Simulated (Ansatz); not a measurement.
# GaP: energy against strain

GaP (zinc blende, F-43m, 19.589 Å³/atom at rest) under an equal strain ε in the (001) plane with the normal axis free, as in a coherent film. LDA in Ansatz, a plane-wave DFT program (PAW, default set), 420 eV, 11×11×11 Γ-centred mesh, Fermi-Dirac smearing 0.05 eV; ions are relaxed within the symmetry of each cell.

Here s stands for strain and y for E less E0.

| strain (%) | E less E0 (meV/atom) |
|---|---|
| -1.50 | 4.22 |
| -1.00 | 1.85 |
| -0.50 | 0.46 |
| 0.00 | 0.00 |
| 0.50 | 0.46 |
| 1.00 | 1.79 |
| 1.50 | 3.98 |
| 3.00 | ? |

Task: Using a parabola, estimate the missing y at s = 3.00 from the other rows, showing the fit.

Result: Least squares gives y = 0.002 - 0.0600·s + 1.8210·s². Residuals (row less fit): 0.031, -0.033, -0.027, -0.002, 0.033, 0.027, -0.029; standard error 0.037 (degrees of freedom: 4). Twice the quadratic coefficient over the volume, 2 × 1.8210 meV × 10⁴ × 0.1602 / 19.589 Å³, is twice the biaxial elastic modulus of this plane = 298 ± 3 GPa. At the withheld row, y = 0.002 - 0.0600 × 3.0 + 1.8210 × 3.0² = 16.211 meV/atom. The calculation gives 15.35 meV/atom, 0.861 meV/atom below the prediction (5.6 % of the range of y in the table). The row lies outside the fitted rows, so this is an extrapolation. From the scatter of the fitted rows alone, a prediction at this place has a standard error of 0.141 meV/atom, so the miss is 6.1 times that.

One order more, fitted to all 13 runs of the series, follows each within 0.01, so the miss is the next term of a smooth law. Rows are the converged runs of the series near zero and its far end; series whose fitted rows scatter by over a few per cent of the range, as at a crossing or softening among them, aren't shown in this form. Most that stay on the fit to the last digits aren't either.
